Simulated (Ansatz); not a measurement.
# A self-consistent single point of Ir (Fm-3m, 1 atom in the cell) with Ansatz

Computed with PBE (plane waves, PAW; Ansatz, an electronic-structure program).

Input:

Ansatz 0.2 input:
```yaml
crystal:
  lattice:
    - [0.00000000, 1.95066700, 1.95066700]
    - [1.95066700, 0.00000000, 1.95066700]
    - [1.95066700, 1.95066700, 0.00000000]
  atoms:
    - { symbol: Ir, position_ang: [0.00000000, 0.00000000, 0.00000000] }
kpoints:
  mp_grid: { grid: [14, 14, 14] }
hamiltonian:
  xc: pbe
  pseudopotentials: { kind: paw }
scf:
  occupations: { method: gaussian, width: 0.01 Ry }
output:
  forces: true
  eigenvalues: true
  stress: true
```

Output (repeated stretches shortened):

```
WARN basis.ecutwfc = 420 eV, the default
WARN ansatz: RAYON_NUM_THREADS=1 ignored (pool sized by the plan → 1); use --threads N
Pseudopotentials: kind: paw
Pseudopotential: Ir, paw, valence charge 17
Crystal: 1 atoms, lattice volume = 14.845 Å³
Basis set: ecut = 420 eV, 283 PW (Γ), exchange–correlation on 40×40×40 points (8 copies of the dense FFT grid, shifted against one another)
Bands: 13, of which v1, the nominal top of the filled ones, is band 9 counted from 1 (8 counted from 0)
Symmetry: 48 space group operations
Space group: Fm-3m (ITA 225), of the structure as read, at distance tolerance 2.5e-5 Å
k-points: 104 of 2744
Initial density: superposition of atomic densities (neutral atoms: chi_scale 0, normalization atom), corrected by the library's trained network
Initial wavefunctions: pseudopotential atomic-orbital guess
Eigensolver: davidson
Functional: x = pbe(κ = 0.804, μ = 0.2195149727645171), c = pbe(β = 0.06672455060314922)
SCF iter   1: F=—  HF=-11935.296938 eV  |F-HF|=—  |Δ(HF+E_count)|=         —  Δρ=3.87e-3  dr2=2.96e-4  ethr=1.77e-3  ⟨swp⟩=5.0  Hψ=6662  notcnv=0
all-band conjugate gradients solve this SCF's bands
preconditioner: auto → none
SCF iter   2: F=—  HF=-11935.297644 eV  |F-HF|=—  |Δ(HF+E_count)|=   7.06e-4  Δρ=2.20e-3  dr2=1.16e-4  ethr=1.74e-6  ⟨swp⟩=2.5  Hψ=2868  notcnv=0
SCF iter   3: F=—  HF=-11935.298021 eV  |F-HF|=—  |Δ(HF+E_count)|=   3.76e-4  Δρ=5.17e-4  dr2=3.78e-5  ethr=6.81e-7  ⟨swp⟩=2.0  Hψ=1808  notcnv=0
SCF iter   4: F=—  HF=-11935.298007 eV  |F-HF|=—  |Δ(HF+E_count)|=   1.41e-5  Δρ=1.65e-4  dr2=2.55e-6  ethr=2.22e-7  ⟨swp⟩=2.3  Hψ=1750  notcnv=0
iter 5 did not close the SCF: its close was put off for the readings that it lacked (scf_convergence_deferred on its scf_iter line)
SCF iter   5: F=-11935.298006 eV  HF=-11935.298006 eV  |F-HF|=4.31e-8  |Δ(HF+E_count)|=   1.85e-7  Δρ=2.98e-5  dr2=3.52e-8  ethr=1.50e-8  ⟨swp⟩=2.3  Hψ=1766  notcnv=0
SCF iter   6: F=-11935.298006 eV  HF=-11935.298006 eV  |F-HF|=4.02e-9  |Δ(HF+E_count)|=   5.37e-8  Δρ=7.12e-6  dr2=6.13e-9  ethr=2.07e-10  ⟨swp⟩=3.0  Hψ=4833  notcnv=0
SCF 1 converged in 6 iterations: F = -11935.298006 eV  dr2 = 6.13e-9
SCF converged after 6 iterations
Free energy (F): -11935.298006 eV
Harris-Foulkes:  -11935.298006 eV  (|F-HF|=4.02e-9)
Internal energy: -11935.284733 eV  (E = F + TS)
E sigma→0 (E₀):  -11935.291370 eV
Entropy (-TS):   -0.013273 eV (-13.273 meV/atom)
Fermi energy:    24.211231 eV
--- Per-component energies (eV) ---
  E_band       = -104.684638
  E_kinetic    = 621.416394
  E_local      = -1118.849519  (includes V_loc(G=0)·N_el)
  E_nonlocal   = 72.473736
  E_hartree    = 425.649952
  E_xc         = -267.437301
  E_vxc        = -299.380218  (∫ρ·V_xc dr)
  E_paw        = -9223.234438  (= ΣΔE_a)
  E_vpaw       = -231.647762  (= ΣTr[D̂ρ^β])
  E_aug_tail   = 0.000056  (compensation charges beyond the density's cutoff)
  E_ewald      = -2445.303614
  E_smearing   = -0.013273  (= −TS)
  E_closure    = 0.000000  (closes the sum)
  Σ components = -11935.298006   (vs F -11935.298006, Δ=0.00e0)
--- Forces (eV/Å), atoms counted from 1 ---
  atom   1  Ir     0.00000000     0.00000000    -0.00000000
  max |Σ_I F_I| component: 2.05e-32 eV/Å
--- Stress (GPa, compression-positive) ---
       -7.541247       0.000000       0.000000
        0.000000      -7.541247       0.000000
        0.000000       0.000000      -7.541247
  P = ⅓ Tr σ = -7.5412 GPa (-75.412 kbar)
  The stress holds the Pulay correction. Without it, at fixed plane waves, as pw.x and ABINIT print it: P = -7.6171 GPa
--- Band table (eV; the first three rows and the last of 104) ---
  k-point 0: bands = ["-68.4343", "-24.9618", "-24.9618", "-24.9618", "13.6812", "20.6887", "20.6887", "20.6887", "23.1841", "23.1841", "38.0358", "43.2812", "43.2812"]
  k-point 1: bands = ["-68.4317", "-24.9959", "-24.9666", "-24.9666", "13.8975", "20.5777", "20.7794", "20.7794", "23.1277", "23.1277", "38.3997", "42.2946", "43.6340"]
  k-point 2: bands = ["-68.4245", "-25.0905", "-24.9798", "-24.9798", "14.5091", "20.3231", "20.9901", "20.9901", "23.0401", "23.0401", "39.3238", "40.5018", "44.6442"]
  k-point 103: bands = ["-68.3646", "-25.4435", "-25.3590", "-25.2150", "18.3582", "19.1579", "20.4233", "22.7943", "25.6692", "32.0748", "32.1173", "33.7636", "37.0562"]
```

The run converged in 6 iterations.

The starting cell comes from a database of computed structures (which also holds hypothetical and non-ambient phases and stackings), without a prior relaxation at this level. Its lattice was rescaled by a random factor within 2.5 % of one. Spin-orbit coupling is off. Spin polarisation is off. With a pressure of about -8 GPa the cell is away from its equilibrium volume at this level. Ansatz's pressure includes its estimate of the finite-basis (Pulay) stress.
